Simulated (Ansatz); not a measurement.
Structures of equal composition on the (100) surface of rock-salt TiC: Mo on all Ti sites of the second plane; Mo on all Ti sites of the top plane. The slabs share one bottom face, and each structure is named by its start. These are constructed structures in small cells; real faces may alloy, dewet or reconstruct in larger ones, and not all known structures of the face are among them. Slabs of about 10 Å, Fermi-Dirac smearing of 0.1 eV. Bottom of the slabs: a bare face, its two planes held. Relaxed from the named starts with such symmetry as they have, on meshes of like density; energies extrapolated to zero smearing; spin only where a row says so; no spin-orbit coupling, no U. Brackets mark spin-polarised runs, whose order is one that fits the cell.

These are r2SCAN, at the PBE geometry (plane waves to 500 eV, PAW; Ansatz, a first-principles code) values and carry that method's errors.

Question: Rank these by energy per 1x1 cell (lowest first), as r2SCAN, at the PBE geometry gives it.

Answer: Mo on all Ti sites of the top plane (0.000 eV), Mo on all Ti sites of the second plane (0.374 eV)
